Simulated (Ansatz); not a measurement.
Cost and result by functional for the surface energy of the (0001) surface of hcp Sc in its 1x1 cell, outermost plane spacing 2.58 Å in the ideal cut, in Ansatz (plane waves, PAW). Single points on the PBE structure, on one kind of machine; costs are rough ratios of the slab run's core time (references not counted) to the cheapest single point. r2SCAN's cost holds its higher cutoff (500 against 420 eV). Differences are taken against r2SCAN for comparison alone: no measured value is at hand, so the table doesn't rank accuracy.

Slab: 5 atoms, 10.3 Å thick at the start (thin: gaps and levels are the slab's own); k 13x13x1, smearing 0.1 eV, dipole-corrected; all atoms relaxed; held to the start's symmetry, so lower structures may exist; no spin, no spin-orbit, no U. These notes are the PBE run's.

```tsv
functional	relative cost	surface energy (J/m²)	less r2SCAN (J/m²)
LDA	1	1.41	0.03
RPBE	1	1.18	-0.20
PBEsol	1	1.37	-0.01
r2SCAN	2	1.38	0.00
PBE (the relaxed run's value)	–	1.26	-0.12
```

The values span 0.23 J/m², while the single points' costs differ by a factor of roughly 2. Differences are of unrounded values.

Ansatz is a quantum-chemistry and plane-wave program.
